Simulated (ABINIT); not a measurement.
**Several settings converged on Sb (R-3m, 2 atoms in the cell)**

```
CELL_PARAMETERS angstrom
      3.97713    -2.16578     0.00000
      3.97713     2.16578     0.00000
      2.79774     0.00000     3.56101
ATOMIC_POSITIONS crystal
  Sb 0.23350 0.23350 0.23350
  Sb 0.76650 0.76650 0.76650
```

Base method: PBEsol, norm-conserving pseudopotentials (PseudoDojo nc-sr-04 PBEsol standard) (plane waves; ABINIT).

Base settings: pseudos = [Sb.upf]; ecut = 80 Ry; occopt = 3; tsmear = 0.00367493 Ha; ngkpt = 4 4 4; nshiftk = 1; shiftk = 0 0 0; potentials = PseudoDojo nc-sr-04 PBEsol standard; nband = 21; kptopt = 1.

**Zone-centre phonons against the cutoff**

In this ladder: tolvrs = default; prtwf = default; prtden = default; istwfk = *1; tolvrs1 = 1e-16; ndtset = 2; prtwf1 = 1; getwfk2 = 1; kptopt2 = 2.

The mesh stays at the base's, so the ladder's end is converged at best in this setting alone.

Frequencies are those of the unrelaxed cell, without the LO-TO term of polar crystals.

Only quantities that move along the ladder and can be compared are tabulated.

| ecut | highest zone-centre frequency (cm⁻¹) |
|---|---|
| 40 Ry | 134.7 |
| 48 Ry | 144.7 |
| 56 Ry | 135.9 |
| 68 Ry | 136.8 |
| 80 Ry | 136.8 |
| 120 Ry | 136.8 |

Coarsest ecut that holds the highest zone-centre frequency within 5 cm⁻¹ of the last step, with all finer ones: 56 Ry; the step before is off by 8.0 cm⁻¹.

**Zone-centre phonons against the SCF threshold**

In this ladder: tolvrs = default; prtwf = default; prtden = default; istwfk = *1; ndtset = 2; prtwf1 = 1; getwfk2 = 1; kptopt2 = 2; nqpt2 = 1.

The mesh stays at the base's, so the ladder's end is converged at best in this setting alone.

Frequencies are those of the unrelaxed cell, without the LO-TO term of polar crystals.

Only quantities that move along the ladder and can be compared are tabulated.

| toldfe1 | highest zone-centre frequency (cm⁻¹) |
|---|---|
| 3.7e-05 Ha | 132.7 |
| 3.7e-07 Ha | 137.0 |
| 3.7e-09 Ha | 136.7 |
| 3.7e-11 Ha | 136.7 |
| 3.7e-13 Ha | 136.8 |

Coarsest toldfe1 that holds the highest zone-centre frequency within 2 cm⁻¹ of the last step, with all finer ones: 3.7e-07 Ha; the step before is off by 4.0 cm⁻¹.

On the base run: the starting cell has typed, rounded lattice constants, without a prior relaxation at this level. Its lattice was rescaled by up to half a per cent. Without a gap this mesh is coarse (it stands for a supercell whose shortest vector is 17 Å).
